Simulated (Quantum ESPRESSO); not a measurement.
The steps of a band-structure calculation for MnZn (Pm-3m, 2 atoms in the cell) with Quantum ESPRESSO.

Computed with PBEsol, GBRV 1.5 ultrasoft (PBESOL) pseudopotentials (plane waves; Quantum ESPRESSO).

Step 1 (scf):

```fortran
&control
 calculation = 'scf'
 prefix = 'mnzn'
 outdir = './work'
 pseudo_dir = './'
 tprnfor = .true.
 tstress = .true.
/
&system
 ibrav = 0
 celldm(1) = 5.6007324936
 nat = 2
 ntyp = 2
 ecutwfc = 50
 ecutrho = 400
 occupations = 'smearing'
 smearing = 'gauss'
 degauss = 0.0147
 nspin = 2
 starting_magnetization(1) = 0.267
/
&electrons
 conv_thr = 1e-10
 mixing_beta = 0.4
/
ATOMIC_SPECIES
Mn    54.9380  mn_pbesol_v1.5.uspp.F.UPF
Zn    65.3800  zn_pbesol_v1.uspp.F.UPF
ATOMIC_POSITIONS angstrom
Mn    0.0000000000    0.0000000000    0.0000000000
Zn    1.4818900000    1.4818900000    1.4818900000
K_POINTS automatic
5 5 5  1 1 1
CELL_PARAMETERS alat
   1.0000000000     0.0000000000     0.0000000000
   0.0000000000     1.0000000000     0.0000000000
   0.0000000000     0.0000000000     1.0000000000
```

Step 2 (bands):

```fortran
&control
 calculation = 'bands'
 prefix = 'mnzn'
 outdir = './work'
 pseudo_dir = './'
 verbosity = 'high'
/
&system
 ibrav = 0
 celldm(1) = 5.6007324936
 nat = 2
 ntyp = 2
 ecutwfc = 50
 ecutrho = 400
 occupations = 'smearing'
 smearing = 'gauss'
 degauss = 0.0147
 nbnd = 25
 nspin = 2
 starting_magnetization(1) = 0.267
/
&electrons
 conv_thr = 1e-10
 startingwfc = 'random'
 diago_thr_init = 1.0d-6
 diagonalization = 'cg'
/
ATOMIC_SPECIES
Mn    54.9380  mn_pbesol_v1.5.uspp.F.UPF
Zn    65.3800  zn_pbesol_v1.uspp.F.UPF
ATOMIC_POSITIONS angstrom
Mn    0.0000000000    0.0000000000    0.0000000000
Zn    1.4818900000    1.4818900000    1.4818900000
K_POINTS crystal_b
8
  0.00000000   0.00000000   0.00000000  11  ! G
  0.00000000   0.50000000   0.00000000  11  ! X
  0.50000000   0.50000000   0.00000000  15  ! M
  0.00000000   0.00000000   0.00000000  18  ! G
  0.50000000   0.50000000   0.50000000  15  ! R
  0.00000000   0.50000000   0.00000000   1  ! X
  0.50000000   0.50000000   0.00000000  11  ! M
  0.50000000   0.50000000   0.50000000   1  ! R
CELL_PARAMETERS alat
   1.0000000000     0.0000000000     0.0000000000
   0.0000000000     1.0000000000     0.0000000000
   0.0000000000     0.0000000000     1.0000000000
```

Step 3 (bands.x):

```fortran
&bands
 prefix = 'mnzn'
 outdir = './work'
 filband = 'bands.dat'
 lsym = .false.
/
```

Output of bands (abridged):

```
     Atomic positions and unit cell read from directory:
     ./work/mnzn.save/

     Message from routine setup:
     using ibrav=0 with symmetry is DISCOURAGED, use correct ibrav instead
     G-vector sticks info
     --------------------
     sticks:   dense  smooth     PW     G-vecs:    dense   smooth      PW
     Sum         997     497    161                23703     8385    1551

     bravais-lattice index     =            0
   [... lines left out ...]
     unit-cell volume          =     175.6849 (a.u.)^3
     atomic species   magnetization
   [... lines left out ...]

          k = 0.0000 0.0000 0.0000 (  1021 PWs)   bands (ev):

  -109.7615 -64.2791 -64.0621 -64.0620 -64.0620 -33.1190 -33.1190 -33.1190
     6.2065   8.4117   8.4117   9.1087   9.1087   9.1087  13.4251  13.4251
    14.8774  14.8774  14.8774  22.6473  22.6473  22.6473  28.2557  28.2557
    30.1920

          k = 0.0000 0.0455 0.0000 (  1025 PWs)   bands (ev):

  -109.7615 -64.2792 -64.0621 -64.0620 -64.0620 -33.1203 -33.1190 -33.1189
     6.2445   8.4177   8.4199   9.1059   9.1059   9.1106  13.4227  13.4297
    14.8533  14.8533  14.8756  22.3362  22.7146  22.7146  28.2634  28.4803
    30.3535

   [... 81 blocks of this kind left out ...]

 ------ SPIN DOWN ----------

          k = 0.0000 0.0000 0.0000 (  1021 PWs)   bands (ev):

  -109.7065 -64.0128 -64.0128 -64.0128 -61.0285 -29.9433 -29.9433 -29.9433
     6.4252   8.4571   8.4571   9.1655   9.1655   9.1655  15.4833  15.4833
    17.8294  17.8294  17.8294  22.9462  22.9462  22.9462  28.9243  28.9243
    30.8625

          k = 0.0000 0.0455 0.0000 (  1025 PWs)   bands (ev):

  -109.7065 -64.0129 -64.0129 -64.0128 -61.0283 -29.9449 -29.9432 -29.9432
     6.4632   8.4613   8.4656   9.1621   9.1621   9.1668  15.4783  15.4835
    17.7907  17.7907  17.8283  22.6795  23.0269  23.0269  28.9229  29.1229
    31.0179

   [... 81 blocks of this kind left out ...]
```

Output of bands.x (abridged):

```
     Reading xml data from directory:

     ./work/mnzn.save/

     G-vector sticks info
     --------------------
     sticks:   dense  smooth     PW     G-vecs:    dense   smooth      PW
     Sum         997     497    161                23703     8385    1551

     Reading collected, re-writing distributed wavefunctions
     high-symmetry point:  0.0000 0.0000 0.0000   x coordinate   0.0000
     high-symmetry point:  0.0000 0.5000 0.0000   x coordinate   0.5000
     high-symmetry point:  0.5000 0.5000 0.0000   x coordinate   1.0000
     high-symmetry point:  0.0000 0.0000 0.0000   x coordinate   1.7071
     high-symmetry point:  0.5000 0.5000 0.5000   x coordinate   2.5731
     high-symmetry point:  0.0000 0.5000 0.0000   x coordinate   3.2802
     high-symmetry point:  0.5000 0.5000 0.0000   x coordinate   3.2802
     high-symmetry point:  0.5000 0.5000 0.5000   x coordinate   3.7802

     Plottable bands (eV) written to file bands.dat.gnu
     Bands written to file bands.dat

   JOB DONE.
```

The starting cell comes from a database of computed structures (which also holds hypothetical and non-ambient phases and stackings), without a prior relaxation at this level. Its lattice was rescaled by a random factor within 2.5 % of one. With one magnetic atom in the cell only a parallel order is possible.
